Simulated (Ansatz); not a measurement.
Base system: WSe₂ (space group P6_3/mmc, No. 194; a = 3.230 Å, c = 12.411 Å; layered, stacked along the Cartesian z axis). Axes: x lies along a and z along c of the hexagonal cell.

Method: PBEsol-D3(BJ) (Ansatz, an electronic-structure program, PAW, scalar-relativistic without spin-orbit coupling).

For the base:

| Item | Value |
|---|---|
| Shortest interatomic distance | 4.745 bohr |
| Hole mass | 1.5 mₑ along c, 0.60 mₑ across (at Γ) |
| Pressure | 0.00 GPa |

It is then changed as follows: a pure shear with ε_xz = ε_zx = 0.0200; the atoms relax in the strained cell.

Task: What happens to the shortest interatomic distance, hole mass, energy relative to the base and pressure?

Result: The shortest interatomic distance decreases by 0.009 bohr to 4.736 bohr; the hole mass goes from 1.5 mₑ along c, 0.60 mₑ across (at Γ) to 1.5 mₑ along z, 0.60 mₑ across (at Γ); the energy increases by 3.4 meV/atom; the pressure (mean of the normal stresses, compression positive) goes from zero to 0.23 GPa.

Spin-orbit coupling, missing from the scalar runs, can matter with W. The levels and masses belong to the bands next to the band gap. Masses are band curvatures over ±0.01 Å⁻¹ around the edge. No phonon test of stability was made.
